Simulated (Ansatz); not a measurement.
The starting structures come from a database of crystals and need not be the phases stable at ambient conditions.

 Where the default PAW files enter, the runs use the earlier of Ansatz's two default sets.

Data:

```yaml
crystal:
  lattice:
    - [5.51065, 0.00000, 0.00000]
    - [-2.28280, 5.01559, 0.00000]
    - [1.61393, 2.50779, 4.63395]
  atoms:
    - { symbol: Hf, position: [0.00000, 0.00000, 0.00000] }
    - { symbol: Hf, position: [0.25000, 0.75000, 0.50000] }
    - { symbol: Si, position: [0.75000, 0.25000, 0.50000] }
    - { symbol: Si, position: [0.50000, 0.50000, 0.00000] }
    - { symbol: O, position: [0.86591, 0.68080, 0.81489] }
    - { symbol: O, position: [0.93080, 0.24569, 0.68511] }
    - { symbol: O, position: [0.49569, 0.68080, 0.18511] }
    - { symbol: O, position: [0.93080, 0.61591, 0.31489] }
    - { symbol: O, position: [0.38409, 0.06920, 0.68511] }
    - { symbol: O, position: [0.31920, 0.13409, 0.18511] }
    - { symbol: O, position: [0.75431, 0.06920, 0.31489] }
    - { symbol: O, position: [0.31920, 0.50431, 0.81489] }
```

Space group of this cell: I4_1/amd. The cell is taken as given; by r2SCAN its mean pressure is 2.1 GPa.

These are r2SCAN (plane waves, PAW; Ansatz, an electronic-structure program) values and carry that method's errors.

The current runs along the normal of the first two printed vectors; no spin-orbit coupling. Scaled by the factor s: all lengths (ions clamped). Meshes 8×8×8 and 6×6 across the current in all rows.

```json
[
 {"s": "0.98", "mean pressure (GPa)": "20.4", "band gap (eV)": "?"},
 {"s": "1.00", "mean pressure (GPa)": "2.1", "band gap (eV)": "6.09"},
 {"s": "1.02", "mean pressure (GPa)": "-11.8", "band gap (eV)": "5.78"}
]
```

### Question
Take the slope of the band gap against ln s from the two given rows, extrapolate to s = 0.98, and say what the run there gives.

### Answer
Slope = (5.78 − 6.09) / ln 1.02 = -15.7 eV. The line gives 6.09 + (-15.7) × ln 0.98 = 6.41 eV. The run gives 6.40 eV, 0.01 eV under the line, 2 % of the predicted step.
